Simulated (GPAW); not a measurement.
A self-consistent single point of SnF3 (Fm-3m, 8 atoms in the cell) with GPAW.

Method: PBEsol, GPAW PAW datasets PBEsol (made by gpaw-setup) (plane waves; GPAW).

```xyz
8
Lattice="0.0000 4.3124 4.3124 4.3124 0.0000 4.3124 4.3124 4.3124 0.0000" Properties=species:S:1:pos:R:3 pbc="T T T"
Sn     4.3124     4.3124     4.3124
Sn     0.0000     0.0000     0.0000
F      4.3124     6.2806     4.3124
F      4.3124     2.3443     4.3124
F      2.3443     4.3124     4.3124
F      6.2806     4.3124     4.3124
F      4.3124     4.3124     6.2806
F      4.3124     4.3124     2.3443
```

Reference input (self-consistent single point, DFT PBEsol, plane waves, GPAW PAW datasets PBEsol (made by gpaw-setup)): mode = pw; ecut = 950 eV; xc = PBEsol; kpts = 6 6 6; mesh shift (steps) = 0 0 0; occupations.name = fermi-dirac; occupations.width = 0.05 eV; nbands = -4; convergence.density = 1e-05 e/electron; convergence.energy = 1e-05 eV/electron; convergence.bands = -2; symmetry.symmorphic = false. This run's input differs from it in these lines:

```diff
@@ -20,3 +20,3 @@
             xc='PBEsol',
-            kpts={'size': (6, 6, 6), 'gamma': True},
+            kpts=(3, 3, 3),
             occupations={'name': 'fermi-dirac', 'width': 0.05},
```

The program printed (abridged):

```
     iter     time        total  log10-change:
                         energy   eigst   dens
iter:   1 --:--:--   -43.853524   +0.10
iter:   2 --:--:--   -42.916644   -0.88  -1.12
iter:   3 --:--:--   -40.185886   -0.06  -1.17
iter:   4 --:--:--   -40.367817   -0.35  -1.45
iter:   5 --:--:--   -40.812851   -0.29  -1.57
iter:   6 --:--:--   -40.160184   -0.55  -1.63
iter:   7 --:--:--   -40.175672   -1.78  -2.15
iter:   8 --:--:--   -40.110175   -1.98  -2.08
iter:   9 --:--:--   -40.105700   -2.90  -2.58
iter:  10 --:--:--   -40.105460   -3.41  -3.01
iter:  11 --:--:--   -40.105175c  -3.91  -3.26
iter:  12 --:--:--   -40.105086c  -4.42  -3.40
iter:  13 --:--:--   -40.105090c  -5.70  -4.02
iter:  14 --:--:--   -40.105131c  -4.62  -4.03
iter:  15 --:--:--   -40.105125c  -6.05  -3.66
   [... 8 lines left out ...]
iter:  24 --:--:--   -40.105081c  -6.36  -4.39
iter:  25 --:--:--   -40.105082c  -6.34  -4.81
iter:  26 --:--:--   -40.105081c  -6.79  -4.58
iter:  27 --:--:--   -40.105081c  -7.28  -4.84
iter:  28 --:--:--   -40.105081c  -7.49c -4.94
iter:  29 --:--:--   -40.105081c  -7.33  -5.00c
iter:  30 --:--:--   -40.105081c  -8.05c -5.02c
Converged after 30 iterations.

Dipole moment: (-0.000000, -0.000000, -0.000000) |e|*Ang

Energy contributions relative to reference atoms: (reference = -352107.885561)

Kinetic:        +68.606475
Potential:      -64.649678
External:        +0.000000
XC:             -43.512117
Entropy (-ST):   -0.000000
Local:           -0.549762
SIC:             +0.000000
--------------------------
Free energy:    -40.105081
Extrapolated:   -40.105081

Showing only first 2 kpts
 Kpt  Band  Eigenvalues  Occupancy
  0    33     -2.82806    2.00000
  0    34     -2.57255    2.00000
  0    35      4.98927    0.00000
  0    36      5.09326    0.00000

  1    33     -2.93600    2.00000
  1    34     -0.31253    2.00000
  1    35      3.25011    0.00000
  1    36      5.20926    0.00000

Fermi level: 1.08029

Gap: 3.401 eV
Transition (v -> c):
   [... lines left out ...]
Direct gap: 3.563 eV
   [... lines left out ...]
  2 F    -0.00000    0.25777   -0.00000
  3 F     0.00000   -0.25777    0.00000
  4 F    -0.25777    0.00000    0.00000
  5 F     0.25777    0.00000   -0.00000
  6 F     0.00000    0.00000    0.25777
  7 F     0.00000    0.00000   -0.25777

Stress tensor:
    -0.003449    -0.000000    -0.000000
    -0.000000    -0.003449     0.000000
    -0.000000     0.000000    -0.003449
Stress (GPa, Voigt): [-0.5525 -0.5525 -0.5525  0.     -0.     -0.    ]
```

The run converged in 30 iterations. GPAW prints stress with tension positive. Against the reference run the free energy stays essentially unchanged (within 1 meV/atom), the largest force hardly changes (0.256 to 0.258 eV/Å) and the gap on the mesh goes from 2.821 to 3.401 eV.

At such cutoffs GPAW's stress carries a finite-basis (Pulay) error, which enters relaxed cells too; its log prints stress with tension positive.

The starting cell comes from a database of computed structures (which also holds hypothetical and non-ambient phases and stackings), without a prior relaxation at this level. Its lattice was rescaled by a random factor within 2.5 % of one. Another mesh or the band path of this cell gives a smaller gap, so this value is not converged in the mesh.

Cost on one core of a shared machine: roughly 2 min.
